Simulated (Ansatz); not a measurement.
A hypothetical phase is included: elements placed on a structure type, which no database files for this compound.

By r2SCAN, the system below comes out a metal.

A figure of merit of an interconnect metal is its ballistic conductance per area.

Here is the system:

```xyz
8
Lattice="3.7295 0.0000 0.0000 0.0000 3.7763 0.0000 0.0000 0.0000 10.6771" Properties=species:S:1:pos:R:3 pbc="T T T"
Ga     2.7971     2.8327     1.3349
Ga     0.9324     0.9445     4.0036
Ga     0.9324     0.9437     9.3421
Ga     2.7971     2.8318     6.6735
As     2.7971     2.8317     9.3428
As     0.9324     4.7199     6.6728
As     0.9324     0.9446     1.3343
As     2.7971    -0.9435     4.0042
```

The cell was relaxed by PBE-D3(BJ); by r2SCAN it stands under a pressure of 0.6 GPa.

The current flows along the normal of the first two printed cell vectors. No spin-orbit coupling; the value is a mean over 0.1 eV about the Fermi level.

Give the ballistic conductance per area that r2SCAN (Ansatz, a program for electronic structure) yields.

0.95 × 10¹⁵ S/m² for both spins.
